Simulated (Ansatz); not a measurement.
End structure of N on the 1x1 (111) surface of fcc Ni, ferromagnetic, one in a 2x1 cell, started at the site 'hollow Ni-Ni-Ni over Ni at depth 2.0 Å':

```
CELL_PARAMETERS angstrom
      4.97715     0.00000     0.00000
     -1.24429     2.15517     0.00000
      0.00000     0.00000    25.50000
ATOMIC_POSITIONS crystal
  Ni 0.16667 0.66667 0.38155
  Ni 0.66667 0.66667 0.38155
  Ni 0.33333 0.33333 0.46024
  Ni 0.83333 0.33333 0.46024
  Ni 0.99887 0.99887 0.54000
  Ni 0.50114 0.00114 0.53900
  Ni 0.16886 0.66886 0.61992
  Ni 0.67493 0.67493 0.62381
  N  0.48361 0.98361 0.66232
```

Slab: 9 atoms, 6.0 Å thick at the start under the adsorbate (thin: gaps and levels are the slab's own); k 7x14x1, smearing 0.1 eV, dipole-corrected; 4 atoms held, the rest relaxed; held to the start's symmetry, so lower structures may exist; spin-polarised, no spin-orbit, no U, no dispersion correction. At the end it is bonded to 3 Ni. In PBE this state lies 0.06 eV over the lowest of the starts that converged ('hollow Ni-Ni-Ni over Ni at depth 4.0 Å').

A negative adsorption energy means that the adsorbate is more stable on the surface than in its reference.

Question: Predict the work function of the top face from PBE run with Ansatz (a quantum-chemistry and plane-wave program).

Answer: 6.29 eV

Question: Estimate the change of the work function that PBE returns for this input.

Answer: 1.21 eV

Question: Estimate the change of the step from the bottom to the top vacuum level, against the clean slab that PBE returns for this input.

Answer: 1.23 eV

Question: Estimate the adsorption energy against ½ N2(g) that PBE returns for this input.

Answer: 0.52 eV
